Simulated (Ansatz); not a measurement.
Functionals compared on Br on the (100) surface of germanium (p(2x2) alternately buckled dimers; a constructed slab, bottom: dihydride, held), one in a cell of 66 Å², started at the site 'hollow Ge-Ge-Ge-Ge over Ge at depth 3.2 Å', in Ansatz (plane waves, PAW). The structure was relaxed with PBE; the other rows are single points on it, each with its references at the same level. Cutoff 420 eV (500 eV for r2SCAN).

Set-up: 41 atoms, 11.3 Å thick at the start with caps and adatoms under the adsorbate (thin: gaps and levels are the slab's own); mesh 3x3x1; 0.01 eV smearing; dipole correction on; 24 atoms held, the rest relaxed; no symmetry held; spin-polarised, no spin-orbit, no U, no dispersion correction. The slab shows no gap over 0.04 eV on its mesh. The starting moment vanished. At the end it is bonded to Ge. In PBE it is, or lies within 0.03 eV of, the lowest of the starts that converged. These notes are the PBE run's. RPBE: The program's check for a lower electronic state was not made. r2SCAN: The program's check for a lower electronic state was not made. Adsorption energies are against ½ Br2(g). A negative adsorption energy means that the adsorbate is more stable on the surface than in its reference.

```tsv
functional	adsorption energy (eV)	work function of the top face (eV)	rough cost of the single point
PBE	-1.53	5.48	–
RPBE	…	…	about 15 core-minutes (a rough figure)
r2SCAN	-1.57	5.77	around 50 core-minutes (rough)
```

**Question.** Fill in the missing entries.

**Answer.** 
- RPBE, adsorption energy (eV): -1.47
- RPBE, work function of the top face (eV): 5.43

Ansatz is a first-principles code.
